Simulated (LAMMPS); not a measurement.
Simulation of a melt of Cu (fcc) with 90 % of Cu sites Zr, 864 atoms, cooled from 2870 K to 300 K at 1e+14 K/s, at zero pressure.

Model: classical MD, pair style eam/fs, file CuZr_mm.eam.fs; code LAMMPS.

* **state found**: glass
* **density**: 6.53 g/cm³ (one sample)
* **volume per atom**: 22.5 Å³ (one sample)
* **enthalpy per atom**: -5.960 eV (one sample)
* **first peak of g(r), Cu-Zr**: 2.85 Å, height 5.2
* **coordination number of Cu by Zr**: 9.8 (counted to 3.74 Å)
* **coordination number of Zr by Cu**: 1.09 (counted to 3.74 Å)
* **first peak of g(r), Zr-Zr**: 3.13 Å, height 4.0
* **coordination number of Zr by Zr**: 11.3 (counted to 3.90 Å)
* **first peak of g(r), Cu-Cu**: 2.57 Å, height 1.6
* **coordination number of Cu by Cu**: 0.36 (counted to 3.30 Å)
* **most common Cu-Zr-Zr angle**: in the 3° bin centred on 55.5° (mean of all 94°)
* **most common Zr-Zr-Zr angle**: in the 3° bin centred on 58.5° (mean of all 97°)
* **most common Zr-Cu-Zr angle**: in the 3° bin centred on 64.5° (mean of all 98°)
* **energy above the random crystal at 0 K**: 0.044 eV/atom
* **cost**: about 3 core-minutes (a rough figure)

Potential: file CuZr_mm.eam.fs of the LAMMPS distribution.

| q (1/Å) | number structure factor |
|---|---|
| 0.6800 | 0.021 |
| 0.8800 | 0.037 |
| 1.080 | 0.010 |
| 1.280 | 0.015 |
| 1.480 | 0.053 |
| 1.680 | 0.016 |
| 1.880 | 0.112 |
| 2.080 | 0.784 |
| 2.280 | 1.85 |
| 2.480 | 2.39 |
| 2.680 | 1.94 |
| 2.880 | 1.09 |
| 3.080 | 0.601 |
| 3.280 | 0.508 |
| 3.480 | 0.522 |
| 3.680 | 0.586 |
| 3.880 | 0.783 |
| 4.080 | 1.07 |
| 4.280 | 1.31 |
| 4.480 | 1.40 |
| 4.680 | 1.32 |
| 4.880 | 1.12 |
| 5.080 | 0.914 |
| 5.280 | 0.781 |
| 5.480 | 0.749 |
| 5.680 | 0.810 |
| 5.880 | 0.933 |
| 6.080 | 1.07 |
| 6.280 | 1.15 |
| 6.480 | 1.15 |
| 6.680 | 1.09 |
| 6.880 | 1.02 |
| 7.080 | 0.971 |
| 7.280 | 0.936 |
| 7.480 | 0.921 |
| 7.680 | 0.931 |
| 7.880 | 0.969 |
| 8.080 | 1.02 |
| 8.280 | 1.05 |
| 8.480 | 1.05 |
| 8.680 | 1.04 |
| 8.880 | 1.01 |
| 9.080 | 0.991 |
| 9.280 | 0.980 |
| 9.480 | 0.974 |
| 9.680 | 0.975 |
| 9.880 | 0.985 |
| 10.08 | 1.00 |
| 10.28 | 1.02 |
| 10.48 | 1.02 |
| 10.68 | 1.01 |
| 10.88 | 1.00 |
| 11.08 | 0.998 |
| 11.28 | 0.996 |
| 11.48 | 0.994 |
| 11.68 | 0.992 |
| 11.88 | 0.992 |
